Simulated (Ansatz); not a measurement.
The reference is Sn in the diamond structure (space group Fd-3m, No. 227; a = 6.5401 Å). Axes: x, y, z lie along the cube axes.

The values are results of Ansatz (a program for electronic structure), PBEsol, PAW, cutoff 420 eV, scalar-relativistic without spin-orbit coupling, not measurements.

Base values:

| Quantity | Result |
|---|---|
| Shortest interatomic distance | 2.832 Å |
| Band gap | zero |

Modification: a free-standing slab of 2 layers (4 atoms, 2 a layer) is cut normal to [110], with 15 Å of vacuum and the in-plane cell held at bulk.

**Question.** What happens to the excess energy per area of both faces, shortest interatomic distance and band gap?

**Answer.** The excess energy per area of both faces (slab less bulk energy over the cell's area: twice a surface energy) amounts to 1.34 J/m²; the shortest interatomic distance drops by 0.058 Å to 2.774 Å; the band gap stays zero.

Slab and bulk use different k-meshes, which limits the precision of the excess energy. No phonon test of stability was made. Gaps under 0.05 eV, about the width of the smearing, are given as zero.
